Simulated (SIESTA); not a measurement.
A self-consistent single point of CaAg₂Ge₂ (I4mm, 5 atoms in the cell) with SIESTA.

Computed with LDA PW92, numerical atomic orbitals TZP, PseudoDojo LDA standard norm-conserving potentials (rewritten from UPF to PSML) run with SIESTA 5.4.2.

```yaml
crystal:
  lattice:
    - [-2.14959, 2.14959, 5.42914]
    - [2.14959, -2.14959, 5.42914]
    - [2.14959, 2.14959, -5.42914]
  atoms:
    - { symbol: Ca, position: [0.00460, 0.00460, 0.00000] }
    - { symbol: Ag, position: [0.25000, 0.75000, 0.50000] }
    - { symbol: Ag, position: [0.75000, 0.25000, 0.50000] }
    - { symbol: Ge, position: [0.39031, 0.39031, 0.00000] }
    - { symbol: Ge, position: [0.60969, 0.60969, 0.00000] }
```

Reference input (self-consistent single point, DFT, LDA PW92, numerical atomic orbitals TZP, PseudoDojo LDA standard norm-conserving potentials (rewritten from UPF to PSML)): XC.functional = LDA; XC.authors = PW92; potentials = PseudoDojo LDA standard; PAO.BasisSize = TZP; PAO.EnergyShift = 0.01 Ry; MeshCutoff = 350 Ry; kgrid.MonkhorstPack = 5 5 5; OccupationFunction = MP; OccupationMPOrder = 0; ElectronicTemperature = 0.1 eV; MaxSCFIterations = 150; SCF.Mixer.Method = Pulay. This run's input differs from it in these lines:

```diff
@@ -32,5 +32,5 @@
 %block kgrid.MonkhorstPack
-    5   0   0  0.0
-    0   5   0  0.0
-    0   0   5  0.0
+    8   0   0  0.0
+    0   8   0  0.0
+    0   0   8  0.0
 %endblock kgrid.MonkhorstPack
```

Log, with long lists cut:

```
        iscf     Eharris(eV)        E_KS(eV)     FreeEng(eV)     dDmax    Ef(eV) dHmax(eV)
   scf:    1   -14203.610069   -14299.694561   -14299.715706  2.620332 -1.781718 29.126733
   scf:    2   -14350.081814   -14338.579530   -14338.588866  1.204405 -3.304802  3.013528
   scf:    3   -14339.424684   -14339.040385   -14339.049790  0.104601 -3.390445  2.143280
   scf:    4   -14339.344579   -14339.244536   -14339.254140  0.113515 -3.477827  0.690300
   scf:    5   -14339.254143   -14339.251922   -14339.261572  0.036122 -3.468731  0.168069
   [... 4 lines left out ...]
   scf:   10   -14339.253393   -14339.253393   -14339.263040  0.000088 -3.474446  0.000537
   scf:   11   -14339.253393   -14339.253393   -14339.263040  0.000034 -3.474447  0.000266
   scf:   12   -14339.253393   -14339.253393   -14339.263040  0.000012 -3.474460  0.000013
   scf:   13   -14339.253393   -14339.253393   -14339.263040  0.000001 -3.474461  0.000012
SCF Convergence by DM+H criterion
max |DM_out - DM_in|         :     0.0000011203
max |H_out - H_in|      (eV) :     0.0000121357
SCF cycle converged after 13 iterations

Using DM_out to compute the final energy and forces

siesta: E_KS(eV) =           -14339.2534

siesta: E_KS - E_eggbox =    -14339.2534

siesta: Atomic forces (eV/Ang):
     1    0.000027    0.000027   -0.175094
     2   -0.000024    0.000051    0.065181
     3    0.000051   -0.000024    0.065181
     4    0.000144    0.000144   -0.852144
     5    0.000002    0.000002    0.896814
   Tot    0.000201    0.000201   -0.000061
   Max    0.896814
   Res    0.323479    sqrt( Sum f_i^2 / 3N )
   Max    0.896814    constrained

Stress tensor Voigt[x,y,z,yz,xz,xy] (kbar):       18.34       18.34        5.55        0.01        0.01       -0.18
   [... lines left out ...]
siesta: FreeEng =    -14339.263040
siesta: Cell volume =        100.346385 Ang**3
siesta:         -14.07511511        -28.28876999  kBar
   [... lines left out ...]
             -0.272   0.402   0.271   0.402   2.009   2.007   2.002   2.007

              2.001   0.103   0.137   0.115   0.137   0.095

mulliken: Qtot =       76.000

Mulliken Atomic Populations:
Atom #   charge [q] valence [e]  Species
     1     0.543447    9.456553  Ca
     2     0.349109   18.650891  Ag
     3     0.349109   18.650891  Ag
     4    -0.597474   14.597474  Ge
     5    -0.644191   14.644191  Ge
 Total     0.000000
```

The run converged in 13 iterations. Against the reference run the free energy falls by 6.8 meV/atom, the pressure stays near -1.41 GPa while the zz stress (positive for compression) goes from -0.07 to -0.56 GPa and the largest force goes from 0.791 to 0.897 eV/Å.

The starting cell comes from a database of computed structures (which also holds hypothetical and non-ambient phases and stackings), without a prior relaxation at this level. Its lattice was rescaled by up to half a per cent. One atom was moved a little off its site on purpose. Values carry the incompleteness of an atom-centred basis.

Cost on one core of a shared machine: roughly 2 min.
